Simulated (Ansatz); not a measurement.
Inside the gap of an insulator the Bloch states are evanescent, with a wavenumber k + iκ along the transport direction.

Here is the system:

```
CELL_PARAMETERS angstrom
      3.27904     0.00000     0.00000
     -1.63952     2.83973     0.00000
      0.00000     0.00000    12.78718
ATOMIC_POSITIONS crystal
  W  0.66667 0.33333 0.75000
  W  0.33333 0.66667 0.25000
  Se 0.33333 0.66667 0.88172
  Se 0.66667 0.33333 0.11828
  Se 0.66667 0.33333 0.38172
  Se 0.33333 0.66667 0.61828
```

Space group of this cell: P6_3/mmc. The cell was relaxed by PBE-D3(BJ); by r2SCAN its mean pressure is 2.0 GPa.

Transport runs along the normal of the first two printed cell vectors, the (001) plane of the conventional cell.

No gap correction and no spin-orbit coupling; mid-gap values are interpolated between computed energies.

Question: Predict the band gap and the smallest decay constant κ at mid-gap from r2SCAN (Ansatz, a first-principles code).

Answer: Gap 1.01 eV on a 12×12×4 mesh; κ = 0.198 1/Å, at (0.167, 0.167) of the in-plane reciprocal vectors. At the zone centre, at the nearest computed energy, the slowest state has κ = 0.51 1/Å.
